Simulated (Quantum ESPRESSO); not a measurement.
Quantum ESPRESSO is run on Cu3Sb (P-6m2, 4 atoms in the cell), and the run fails. The aim is a self-consistent single point with DFT, PBEsol, plane waves, PSlibrary ultrasoft (PBE) pseudopotentials.

Cell that was meant: a = 3.1509 Å, b = 3.1509 Å, c = 7.5445 Å, α = 90.00°, β = 90.00°, γ = 120.00°.

Part of the input:

```fortran
/
ATOMIC_SPECIES
Cu    63.5460  Cu.pbe-dn-rrkjus_psl.1.0.0.UPF
Sb   121.7600  Sb.pbe-n-rrkjus-psl.1.0.0.UPFx
ATOMIC_POSITIONS {angstrom}
Cu    0.000000000    0.000000000    3.772230000
Cu    1.575439964    0.909580687    2.118484368
```

The program printed (abridged):

```
 %%%%%%%%%%%%%%%%%%%%%%%%%%%%%%%%%%%%%%%%%%%%%%%%%%%%%%%%%%%%%%%%%%%%%%%%%%%%%%
     Error in routine readpp (1):
     file ./Sb.pbe-n-rrkjus-psl.1.0.0.UPFx not found
 %%%%%%%%%%%%%%%%%%%%%%%%%%%%%%%%%%%%%%%%%%%%%%%%%%%%%%%%%%%%%%%%%%%%%%%%%%%%%%

     stopping ...
```

Q: Read the log: what does the program object to, and what is the fix?

A: The fault is a potential or basis that cannot be found. The input names a file or set that is not where the program looks, or that does not exist under that name. To fix it, correct the name or place the file. The program stopped before any SCF iteration.

An input that runs soundly differs in these lines (not the only fix; some lines may just follow from the change or write a value another way):
```diff
-Sb   121.7600  Sb.pbe-n-rrkjus-psl.1.0.0.UPFx
+Sb   121.7600  Sb.pbe-n-rrkjus_psl.1.0.0.UPF
```

With that input, the run converged in 13 iterations: free energy E − TS -5259.8186 eV; Fermi level (on the code's own zero) 9.97 eV; pressure -4.10 GPa; largest force (vector length) 0.066 eV/Å (DFT, PBEsol, plane waves, PSlibrary ultrasoft (PBE) pseudopotentials).

On the sound input: the starting cell comes from a database of computed structures (which also holds hypothetical and non-ambient phases and stackings), without a prior relaxation at this level. Spin polarisation is off. With a pressure of about -4 GPa the cell is away from its equilibrium volume at this level. The run gives no clean gap (levels at the Fermi energy touch, overlap or are partly filled at this smearing), which alone does not show that the compound is a metal.
